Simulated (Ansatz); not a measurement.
The reference is CdTe in the zinc blende structure (space group F-43m, No. 216; a = 6.5578 Å). Axes: x, y, z lie along the cube axes.

The values are results of r2SCAN (Ansatz, a first-principles code), no spin-orbit coupling, not measurements.

Strains are applied to the cell and any free atomic positions relax.

One change was made to it. Results:

The valence-band top at Γ (three highest levels, from the VBM) changes from 0.00, 0.00, 0.00 eV to 0.00, -0.12, -0.21 eV; the energy grows by 3.5 meV/atom; the band gap shrinks by 0.12 eV, from 1.17 eV to 1.05 eV.

Q: Which of these changes matches the shifts?
(A) tensor shear ε_xy = +2.00 %
(B) tensor shear ε_xy = +0.86 %
(C) tensor shear ε_xy = +0.57 %
(D) tensor shear ε_xy = +1.14 %
(E) tensor shear ε_xy = +0.29 %

A: A, tensor shear ε_xy = +2.00 %. For comparison, the band gap in the other runs: tensor shear ε_xy = +1.14 % gives 1.10 eV; tensor shear ε_xy = +0.29 % gives 1.15 eV; tensor shear ε_xy = +0.57 % gives 1.13 eV; tensor shear ε_xy = +0.86 % gives 1.12 eV.

With Te present, leaving out spin-orbit coupling can change the band edges. No phonon test of stability was made.
